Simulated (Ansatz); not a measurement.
We consider CaB6-type YB6, described by r²SCAN in Ansatz (PAW).

Settings: plane-wave cutoff 560 eV, 14×14×14 k mesh, Fermi–Dirac smearing 0.05 eV, scalar-relativistic PAW data made under PBE.

Computed points:

```csv
V (Å³/atom),E − E_lowest (meV/atom)
9.378,9.29
9.574,2.25
9.769,0.00
9.964,2.12
10.160,8.22
```

Question: What bulk modulus B0 and pressure derivative B′ does a third-order Birch–Murnaghan fit give?

Answer: V0 = 9.769 Å³/atom, B0 = 179 GPa, B′ = 3.6 (fit to the energies at full precision).

Measured, for comparison: equilibrium volume per atom 9.94 Å³/atom (temperature not stated, not corrected to a static lattice; as tabulated in Wikipedia's data pages). Computed (rounded) less measured: equilibrium volume per atom -1.7 %. A static lattice is as a rule a little smaller and stiffer than an uncorrected measurement, which can account for part of this.

Note: the relaxation could not lower the start's symmetry, so the cell can be a saddle point above a distorted one.

Ansatz is a quantum-chemistry and plane-wave program.
